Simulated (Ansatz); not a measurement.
Band structure of ZrVCr (Imma, 6 atoms in the cell).

```
ZrVCr
1.0
   -2.50252     2.67225     3.64980
    2.50252    -2.67225     3.64980
    2.50252     2.67225    -3.64980
Zr V Cr
2 2 2
Direct
  0.12748   0.87748   0.25000
  0.87252   0.12252   0.75000
  0.50000   0.50000   0.00000
  0.00000   0.50000   0.50000
  0.50000   0.50000   0.50000
  0.50000   0.00000   0.00000
```

Method of the run: PBEsol, PAW files made with PBE (plane waves; Ansatz, a program for electronic structure).

Settings: kpoints.mp_grid.grid = 5 5 5; hamiltonian.xc = pbesol; hamiltonian.pseudopotentials = {kind: paw} (the program's default PAW files); scf.occupations.method = gaussian; scf.occupations.width = 0.1 eV; kpoints.band_path.npoints = 8.

The starting cell comes from a database of computed structures (which also holds hypothetical and non-ambient phases and stackings), without a prior relaxation at this level. Its lattice was rescaled by a random factor within 2.5 % of one. Spin polarisation is off.

Levels in eV from the Fermi level, bands 37 to 44:
| point | 37 | 38 | 39 | 40 | 41 | 42 | 43 | 44 |
|---|---|---|---|---|---|---|---|---|
| Γ | 0.02 | 0.32 | 0.65 | 1.09 | 1.15 | 1.23 | 1.42 | 1.48 |
| X | -0.52 | -0.52 | -0.17 | 0.05 | 0.07 | 0.73 | 1.00 | 1.10 |
| L | -0.28 | -0.21 | -0.13 | -0.02 | 0.22 | 0.35 | 1.10 | 1.10 |
| T | -0.54 | -0.54 | -0.36 | -0.36 | 0.20 | 0.20 | 1.55 | 1.55 |
| W | -0.22 | -0.22 | -0.07 | -0.07 | 0.21 | 0.21 | 1.08 | 1.08 |
| R | -0.50 | -0.36 | -0.36 | -0.19 | 1.40 | 1.42 | 1.52 | 1.56 |
| X1 | -0.52 | -0.52 | -0.17 | 0.05 | 0.07 | 0.73 | 1.00 | 1.10 |
| Z | -0.60 | -0.59 | -0.34 | -0.04 | -0.04 | 0.49 | 1.25 | 1.54 |
| Y | -0.49 | -0.49 | -0.41 | 0.12 | 0.41 | 0.61 | 1.03 | 1.24 |
| S | -0.53 | -0.18 | -0.02 | 0.15 | 1.42 | 1.48 | 1.48 | 1.74 |

Bands cross the Fermi level along this path, so the cell is metallic at this level.

Keys are those of Ansatz 0.2.
